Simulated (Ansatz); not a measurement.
**Effect of biaxial strain +1.80 %, plane normal [001], relaxed out of plane on SrTiO3**

The parent structure is SrTiO3 in the cubic perovskite structure (space group Pm-3m, No. 221; a = 3.854 Å). Axes: x, y, z lie along the cube axes.

The change: tensile biaxial strain of 1.80 % in the plane normal to [001], as in epitaxy on a mismatched substrate; the out-of-plane cell vector and the atoms relax.

The values are results of LDA (Ansatz, a program for electronic structure), scalar-relativistic without spin-orbit coupling, not measurements. k-mesh 9×9×9 (Γ-centred); smearing 0.05 eV (Fermi–Dirac).

```csv
quantity,base,changed,shift
volume per atom,11.45 Å³,11.75 Å³,+0.30 Å³
space group,Pm-3m (No. 221),P4/mmm (No. 123),–
energy relative to the base (free energy F),0 meV/atom,+9.4 meV/atom,+9.4 meV/atom
"pressure (mean of the normal stresses, compression positive)",0.00 GPa,-4.69 GPa,-4.69 GPa
band gap,1.85 eV,1.76 eV,-0.09 eV
gap character,–,"indirect, A → Γ",–
smallest direct gap,2.17 eV,2.09 eV,-0.08 eV
out-of-plane strain,–,-0.99 %,–
ratio −ε⊥/ε∥,–,0.55,–
mean in-plane stress (compression positive),–,-7.0 GPa,–
```

Final structure (turned so that z lies along the plane normal):

```yaml
crystal:
  lattice:
    - [3.92355, 0.00000, 0.00000]
    - [0.00000, 3.92355, 0.00000]
    - [0.00000, 0.00000, 3.81614]
  atoms:
    - { symbol: Sr, position: [0.00000, 0.00000, 0.00000] }
    - { symbol: Ti, position: [0.50000, 0.50000, 0.50000] }
    - { symbol: O, position: [0.50000, 0.00000, 0.50000] }
    - { symbol: O, position: [0.00000, 0.50000, 0.50000] }
    - { symbol: O, position: [0.50000, 0.50000, 0.00000] }
```

Cost of the whole job for the changed cell (relaxation, final SCF and bands): very roughly 40 core-seconds.

Whether these cells are dynamically stable was not tested. The final runs are not spin-polarised. Many cubic perovskites are stable only at high temperature; tilts and polar distortions were not tested. Labels are those of the standard path for the cell's own space group.
